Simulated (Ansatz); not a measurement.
## What biaxial strain −3.56 %, plane normal [001], relaxed out of plane does to HfN

The reference is HfN in the rock salt structure (space group Fm-3m, No. 225; a = 4.502 Å; relaxed with 0.1 eV smearing). Axes: x, y, z lie along the cube axes.

Modification: compressive biaxial strain of 3.56 % in the plane normal to [001], as in epitaxy on a mismatched substrate; the out-of-plane cell vector and the atoms relax.

The values are results of plane-wave PAW DFT at the PBEsol level (Ansatz, a program for electronic structure, 420 eV), scalar-relativistic without spin-orbit coupling, not measurements. k-mesh 22×22×22 (Γ-centred); smearing 0.1 eV (Fermi–Dirac).

* **Space group**: I4/mmm (No. 139) (base Fm-3m (No. 225))
* **Shortest interatomic distance**: 2.171 Å (base 2.251 Å)
* **Energy relative to the base (free energy F)**: +73 meV/atom
* **Pressure (mean of the normal stresses, compression positive)**: 21.0 GPa (base 0.0 GPa)
* **Band gap**: zero (base zero)
* **Out-of-plane strain**: +1.29 %
* **Ratio −ε⊥/ε∥**: 0.36
* **Mean in-plane stress (compression positive)**: +31.6 GPa

Final structure (turned so that z lies along the plane normal):

```yaml
crystal:
  lattice:
    - [3.06996, 0.00000, 0.00000]
    - [0.00000, 3.06996, 0.00000]
    - [1.53498, -1.53498, 2.27997]
  atoms:
    - { symbol: N, position: [0.00000, 0.00000, 0.00000] }
    - { symbol: Hf, position: [0.50000, 0.50000, 0.00000] }
```

Stability against distortions was not tested. All final runs are without spin polarisation. An odd electron count without spin: HfN.
